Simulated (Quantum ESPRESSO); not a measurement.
A user runs Quantum ESPRESSO on CaZn3 (I4/mmm, 4 atoms in the cell) and asks whether the run is sound. The aim is a self-consistent single point with DFT, PBEsol, plane waves, GBRV 1.5 ultrasoft (PBESOL) pseudopotentials.

Cell that was meant: a = 4.6952 Å, b = 4.6952 Å, c = 4.6952 Å, α = 116.15°, β = 116.15°, γ = 96.82°.

Part of the input:

```fortran
 ecutrho = 250
 occupations = 'smearing'
 smearing = 'fermi-dirac'
 degauss = 0.2
/
&ELECTRONS
 conv_thr = 1.0d-9
```

Output, abridged:

```
     Message from routine setup:
     using ibrav=0 with symmetry is DISCOURAGED, use correct ibrav instead
     G-vector sticks info
   [... lines left out ...]
        k(    1) = (   0.0000000   0.0000000   0.0000000), wk =   0.0092593
        k(    2) = (   0.1575773   0.1575773   0.0000000), wk =   0.0370370
        k(    3) = (   0.3151547   0.3151547   0.0000000), wk =   0.0370370
   [... 27 lines left out ...]

     Dense  grid:    34657 G-vectors     FFT dimensions: (  45,  45,  45)

     Smooth grid:    24667 G-vectors     FFT dimensions: (  40,  40,  40)

     Initial potential from superposition of free atoms

     starting charge      69.9944, renormalised to      70.0000
     Self-consistent Calculation

     iteration #  1     ecut=    50.00 Ry     beta= 0.70

---- Real-time Memory Report at c_bands before calling an iterative solver
           155 MiB given to the printing process from OS
            95 MiB allocation reported by mallinfo(arena+hblkhd)
------------------

     total energy              =   -1457.44641554 Ry
     estimated scf accuracy    <       3.80234997 Ry

     iteration #  2     ecut=    50.00 Ry     beta= 0.70

---- Real-time Memory Report at c_bands before calling an iterative solver
   [... lines left out ...]

---- Real-time Memory Report at c_bands before calling an iterative solver
           230 MiB given to the printing process from OS
           114 MiB allocation reported by mallinfo(arena+hblkhd)
------------------

     total energy              =   -1460.17669847 Ry
     estimated scf accuracy    <       0.00000012 Ry

     iteration # 15     ecut=    50.00 Ry     beta= 0.70

---- Real-time Memory Report at c_bands before calling an iterative solver
           230 MiB given to the printing process from OS
           114 MiB allocation reported by mallinfo(arena+hblkhd)
------------------
     End of self-consistent calculation

     the Fermi energy is    10.3064 ev

!    total energy              =   -1460.17669849 Ry
     estimated scf accuracy    <          3.0E-10 Ry
     smearing contrib. (-TS)   =      -3.15230731 Ry
     internal energy E=F+TS    =   -1457.02439117 Ry

     convergence has been achieved in  15 iterations

     Forces acting on atoms (cartesian axes, Ry/au):

     atom    1 type  1   force =     0.00000000    0.00000000    0.00000000
   [... zero for the other atoms too ...]

     Total force =     0.000000     Total SCF correction =     0.000000

          total   stress  (Ry/bohr**3)                   (kbar)     P=      160.42
   0.00107526   0.00000000   0.00000000          158.18        0.00        0.00
   0.00000000   0.00107526   0.00000000            0.00      158.18        0.00
   0.00000000   0.00000000   0.00112105            0.00        0.00      164.91

   JOB DONE.
```

**Question.** Can these results be used? Check the input.

**Answer.** The run is not sound. The fault is a smearing width that is far too large. A width of many tenths of an electronvolt moves electrons far across the Fermi level or the gap, and the free energy and its derivatives carry a large smearing term. To fix it, use a width small against the gap or band features. The run converged in 15 iterations without an error; against the sound input the free energy falls by 5.35 eV/atom and the pressure goes from -4.23 to 16.04 GPa.

An input that runs soundly differs in these lines (not the only fix; some lines may just follow from the change or write a value another way):
```diff
- degauss = 0.2
+ degauss = 0.0073499
```

With that input, the run converged in 10 iterations: free energy E − TS -19845.3006 eV; Fermi level (on the code's own zero) 10.43 eV; pressure -4.23 GPa (DFT, PBEsol, plane waves, GBRV 1.5 ultrasoft (PBESOL) pseudopotentials).

On the sound input: the starting cell comes from a database of computed structures (which also holds hypothetical and non-ambient phases and stackings), without a prior relaxation at this level. With a pressure of about -4 GPa the cell is away from its equilibrium volume at this level.
